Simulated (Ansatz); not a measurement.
Base system: ZrO₂ in the fluorite structure (space group Fm-3m, No. 225).

```
ZrO2
1.0
    0.00000     2.55794     2.55794
    2.55794     0.00000     2.55794
    2.55794     2.55794     0.00000
Zr O
1 2
Direct
  0.00000   0.00000   0.00000
  0.25000   0.25000   0.25000
  0.75000   0.75000   0.75000
```

The values are results of PBE, PAW, 420 eV (Ansatz, a program for electronic structure; no SOC), earlier PAW set, not measurements.

Base values:

The gap character is indirect, X → Γ, the shortest interatomic distance is 221.5 pm and the band gap is 3.32 eV.

Perturbation: Hf takes the place of Zr on all its sites; the structure is relaxed again.

Q: Predict the new gap character.

A: The gap character goes from indirect, X → Γ to direct at X.

Q: How does this affect the shortest interatomic distance?

A: The shortest interatomic distance drops by 0.77 pm, from 221.5 pm to 220.8 pm.

Q: Predict the new band gap.

A: The band gap grows by 0.43 eV, from 3.32 eV to 3.75 eV.

With Hf present, leaving out spin-orbit coupling can change the band edges. No phonon test of stability was made. This is not the structure that HfO2 has at room temperature and ambient pressure. This is not the structure that ZrO2 has at room temperature and ambient pressure.
